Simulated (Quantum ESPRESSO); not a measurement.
Checking a run of Quantum ESPRESSO on BaNi₂P₂ (I4/mmm, 5 atoms in the cell). The aim is a self-consistent single point with DFT, PBEsol, plane waves, PSlibrary ultrasoft (PBE) pseudopotentials.

Cell that was meant: a = 6.6436 Å, b = 6.6436 Å, c = 6.6436 Å, α = 145.78°, β = 145.78°, γ = 49.18°.

Part of the input:

```fortran
K_POINTS {automatic}
8 8 8  0 0 0
CELL_PARAMETERS {bohr}
  -1.9547459314     1.9547459314     6.0411293875
   1.9547459314    -1.9547459314     6.0411293875
   1.9547459314     1.9547459314    -6.0411293875
```

The program printed (abridged):

```
     file Ba.pbe-spn-rrkjus_psl.1.0.0.UPF: wavefunction(s)  5S 6S renormalized
   [... lines left out ...]
        k(    1) = (   0.0000000   0.0000000   0.0000000), wk =   0.0039062
        k(    2) = (   0.2124186   0.2124186   0.0000000), wk =   0.0156250
        k(    3) = (   0.4248373   0.4248373   0.0000000), wk =   0.0156250
   [... 56 lines left out ...]

     Dense  grid:     8105 G-vectors     FFT dimensions: (  40,  40,  40)

     Smooth grid:     4387 G-vectors     FFT dimensions: (  30,  30,  30)

     Initial potential from superposition of free atoms

     starting charge      39.9826, renormalised to      40.0000
     Self-consistent Calculation

     iteration #  1     ecut=    50.00 Ry     beta= 0.70

---- Real-time Memory Report at c_bands before calling an iterative solver
            78 MiB given to the printing process from OS
            47 MiB allocation reported by mallinfo(arena+hblkhd)
------------------

     total energy              =    -252.36542682 Ry
     estimated scf accuracy    <       3.56928707 Ry

     iteration #  2     ecut=    50.00 Ry     beta= 0.70

---- Real-time Memory Report at c_bands before calling an iterative solver
   [... lines left out ...]

---- Real-time Memory Report at c_bands before calling an iterative solver
            97 MiB given to the printing process from OS
            63 MiB allocation reported by mallinfo(arena+hblkhd)
------------------

     total energy              =    -253.80485778 Ry
     estimated scf accuracy    <          5.3E-10 Ry

     iteration # 12     ecut=    50.00 Ry     beta= 0.70

---- Real-time Memory Report at c_bands before calling an iterative solver
            97 MiB given to the printing process from OS
            63 MiB allocation reported by mallinfo(arena+hblkhd)
------------------
     End of self-consistent calculation

     the Fermi energy is    85.5907 ev

!    total energy              =    -253.80485778 Ry
     estimated scf accuracy    <          9.6E-12 Ry
     smearing contrib. (-TS)   =       0.00000191 Ry
     internal energy E=F+TS    =    -253.80485969 Ry

     convergence has been achieved in  12 iterations

     Forces acting on atoms (cartesian axes, Ry/au):

     atom    1 type  1   force =     0.00000000    0.00000000    0.00000000
     atom    2 type  2   force =    -0.00000000   -0.00000000   -0.00000000
     atom    3 type  2   force =     0.00000000    0.00000000    0.00000000
     atom    4 type  3   force =     0.00000000    0.00000000   -8.40392183
     atom    5 type  3   force =    -0.00000000    0.00000000    8.40392183

     Total force =    11.884940     Total SCF correction =     0.000002

          total   stress  (Ry/bohr**3)                   (kbar)     P=   105562.35
   0.76354611  -0.00000000   0.00000000       112321.51       -0.00        0.00
  -0.00000000   0.76354611   0.00000000           -0.00   112321.51        0.00
   0.00000000   0.00000000   0.62570266            0.00        0.00    92044.04

   JOB DONE.
```

**Question.** Is anything amiss in this input, and did it matter?

**Answer.** The run is not sound. The fault is this: cell lengths typed in angstrom where bohr is read. 1 bohr is 0.529 Å, so a mix-up scales every length by 1.89 or 0.529 and the volume by 6.75 or 0.148. To fix it, give the lengths in the unit that the key or card expects. The run converged in 12 iterations without an error; against the sound input the free energy rises by 102 eV/atom, the pressure goes from -2.68 to 10560 GPa and the largest force goes from 0.161 to 216.1 eV/Å.

The sound input it was made from differs as follows (other fixes are possible):
```diff
-  -1.9547459314     1.9547459314     6.0411293875
-   1.9547459314    -1.9547459314     6.0411293875
-   1.9547459314     1.9547459314    -6.0411293875
+  -3.6939326935     3.6939326935    11.4160811833
+   3.6939326935    -3.6939326935    11.4160811833
+   3.6939326935     3.6939326935   -11.4160811833
```

With that input, the run converged in 16 iterations: free energy E − TS -3962.4742 eV; Fermi level (on the code's own zero) 10.64 eV; pressure -2.68 GPa; largest force (vector length) 0.161 eV/Å (DFT, PBEsol, plane waves, PSlibrary ultrasoft (PBE) pseudopotentials).

On the sound input: the starting cell comes from a database of computed structures (which also holds hypothetical and non-ambient phases and stackings), without a prior relaxation at this level. Spin polarisation is off, so a magnetic state, if there is one, cannot be reached.
